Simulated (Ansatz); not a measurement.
Amorphous In9Ga9Zn9O36, 63 atoms at 5.38 g/cm³, one PBE-relaxed geometry, zone centre. Methods: PBE, scalar-relativistic without spin-orbit coupling (Ansatz, a program for electronic structure); r2SCAN, scalar-relativistic without spin-orbit coupling (Ansatz); HSE06, scalar-relativistic without spin-orbit coupling (Ansatz). Plane waves to 420 eV (r2SCAN 500 eV); exact exchange is cut at the cell's faces. At PBE the levels at the filled edge of the gap are localised (band-tail or defect states). All rungs ran without spin polarisation.

A CHGNet melt-quench gave the starting glass, which DFT then relaxed. O atoms were pushed apart under 1.9 Å during the dynamics, to hinder bonds among them. The hot cell started wider than the set density and was brought back towards it in steps. It is the lowest in DFT energy of 2 quenches. It is a model cell: composition and starting density were chosen by hand, and all elements were melted together. No dispersion term was used. Its density started from a set value of 5.43 and ended at 5.38 g/cm³. Cooling (nominally 210 K/ps over its main leg) ran many orders faster than in experiment, which tends to leave more defects and strain. A cell of this size samples the disorder only roughly. Volume and shape were free in the relaxation.

The relaxation ran on the zone centre alone. At PBE the level gap is 0.82 eV on a 2×2×2 Γ-centred mesh, and the spacing at the zone centre alone 0.82 eV.

Task: What zone-centre spacing does r2SCAN give, roughly?

Result: 1.26 eV (+0.44 eV against PBE).

Task: What zone-centre spacing does HSE06 give, roughly?

Result: 2.38 eV (+1.56 eV against PBE).

The highest filled and the lowest empty state spread over these numbers of atoms (participation numbers): PBE: 6.3 and 56.7; r2SCAN: 6.1 and 55.9; HSE06: 5.7 and 55.2.
